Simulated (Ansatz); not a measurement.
Worked example: self-consistent single point of MgSnP2 (I-42d, 8 atoms in the cell) in Ansatz (a first-principles code).

Method of the run: PBEsol, default PAW files made with PBE (plane waves; Ansatz).

```xyz
8
Lattice="-2.8314 2.8314 5.5798 2.8314 -2.8314 5.5798 2.8314 2.8314 -5.5798" Properties=species:S:1:pos:R:3 pbc="T T T"
Mg     0.0000     2.8314     2.7899
Mg     0.0000     0.0000     0.0000
Sn     2.8314     0.0000     2.7899
Sn     0.0000     0.0000     5.5798
P      1.4157     1.4576    -1.3949
P      1.4157     1.3738     4.1848
P      4.2051     1.4157     1.3949
P     -1.3738     1.4157     6.9747
```

Reference input (self-consistent single point, DFT, PBEsol, plane waves, default PAW files made with PBE): basis.ecutwfc = 420 eV; kpoints.mp_grid.grid = 8 8 8; kpoints.mp_grid.shift = 0.5 0.5 0.5; hamiltonian.xc = pbesol; hamiltonian.pseudopotentials = {kind: paw} (the program's default PAW files); scf.occupations.method = fermi_dirac; scf.occupations.width = 0.1 eV. This run's input differs from it in these lines:

Ansatz 0.2 input:
```diff
@@ -17,3 +17,3 @@
 kpoints:
-  mp_grid: { grid: [8, 8, 8], shift: [0.5, 0.5, 0.5] }
+  mp_grid: { grid: [7, 7, 7] }
 hamiltonian:
```

Output (repeated stretches shortened):

```
SCF iter   1: F=—  HF=-18685.613484 eV  |F-HF|=—  |Δ(HF+E_count)|=         —  Δρ=3.86e-3  dr2=3.74e-2  ethr=1.77e-3  ⟨swp⟩=10.3  Hψ=8891  notcnv=0
all-band conjugate gradients solve this SCF's bands
preconditioner: auto → Resta (q_TF=auto, 2.322 Å⁻¹)
SCF iter   2: F=—  HF=-18685.605558 eV  |F-HF|=—  |Δ(HF+E_count)|=   7.93e-3  Δρ=1.68e-3  dr2=6.38e-3  ethr=5.50e-5  ⟨swp⟩=2.6  Hψ=3028  notcnv=0  defer=1
SCF iter   3: F=—  HF=-18685.603839 eV  |F-HF|=—  |Δ(HF+E_count)|=   1.72e-3  Δρ=3.75e-4  dr2=3.97e-4  ethr=9.38e-6  ⟨swp⟩=2.6  Hψ=2872  notcnv=0  defer=2
SCF iter   4: F=—  HF=-18685.603819 eV  |F-HF|=—  |Δ(HF+E_count)|=   2.07e-5  Δρ=1.29e-4  dr2=5.01e-5  ethr=5.83e-7  ⟨swp⟩=2.8  Hψ=2946  notcnv=0  defer=2
SCF iter   5: F=—  HF=-18685.603821 eV  |F-HF|=—  |Δ(HF+E_count)|=   2.59e-6  Δρ=4.15e-5  dr2=4.45e-6  ethr=7.37e-8  ⟨swp⟩=2.6  Hψ=2798  notcnv=0  defer=2
SCF iter   6: F=-18685.603824 eV  HF=-18685.603824 eV  |F-HF|=7.16e-8  |Δ(HF+E_count)|=   3.07e-6  Δρ=7.76e-6  dr2=7.09e-8  ethr=1.47e-10  ⟨swp⟩=10.3  Hψ=9741  notcnv=0
SCF 1 converged in 6 iterations: F = -18685.603824 eV  dr2 = 7.09e-8
Free energy (F): -18685.603824 eV
Internal energy: -18685.603750 eV  (E = F + TS)
E sigma→0 (E₀):  -18685.603787 eV
Entropy (-TS):   -0.000075 eV (-0.009 meV/atom)
Fermi energy:    7.510241 eV
--- Forces (eV/Å), atoms counted from 1 ---
  atom   1  Mg     0.00000000    -0.00000000     0.00000000
  atom   2  Mg    -0.00000000     0.00000000     0.00000000
  atom   3  Sn     0.00000000     0.00000000     0.00000000
  atom   4  Sn     0.00000000    -0.00000000     0.00000000
  atom   5  P      0.00000000    -0.66740608     0.00000000
  atom   6  P      0.00000000     0.66740608     0.00000000
  atom   7  P      0.66740608     0.00000000    -0.00000000
  atom   8  P     -0.66740608     0.00000000    -0.00000000
--- Stress (GPa, compression-positive) ---
        8.911981       0.000000       0.000000
        0.000000       8.911981      -0.000000
       -0.000000      -0.000000       8.118359
  P = ⅓ Tr σ = 8.6474 GPa (86.474 kbar)
  The stress holds the Pulay correction. Without it, at fixed plane waves, as pw.x and ABINIT print it: P = 8.6081 GPa
```

The run converged in 6 iterations. Against the reference run the free energy hardly moves (within 1 meV/atom), the pressure stays at 8.65 GPa, the largest force stays at 0.667 eV/Å and the gap on the mesh goes from 1.551 to 1.473 eV.

The starting cell was generated: these elements placed on a structure prototype, without a prior relaxation; it need not be a known phase or ordering of this composition. Ansatz's pressure includes its estimate of the finite-basis (Pulay) stress.
